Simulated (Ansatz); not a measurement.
Input:

End structure of a constructed model of the (0001) surface of hcp Ru, a pseudomorphic layer of Rh in the host's stacking (bottom of the slab: a bare face, its two planes held):

```
CELL_PARAMETERS angstrom
      2.72140     0.00000     0.00000
     -1.36070     2.35680     0.00000
      0.00000     0.00000    29.50000
ATOMIC_POSITIONS crystal
  Ru 0.66667 0.33333 0.27478
  Ru 0.33333 0.66667 0.34754
  Ru 0.66667 0.33333 0.41963
  Ru 0.33333 0.66667 0.49317
  Ru 0.66667 0.33333 0.56604
  Ru 0.33333 0.66667 0.63753
  Rh 0.66667 0.33333 0.71003
```

Model: 7-atom slab, 13.3 Å thick at the start with caps and adatoms (thin: gaps and levels are the slab's own), 16x16x1 mesh, Fermi-Dirac 0.1 eV, dipole correction, 2 atoms held, the rest relaxed; symmetry of the start imposed; no spin, no spin-orbit, no U. In PBE it is, or lies within 0.01 eV a 1x1 cell of, the lowest of the 2 structures of its composition computed so far; subsurface sites and larger cells were not tried.

Problem. Give the work function of the top face at the level PBE run with Ansatz (an electronic-structure program).

Solution. 5.05 eV
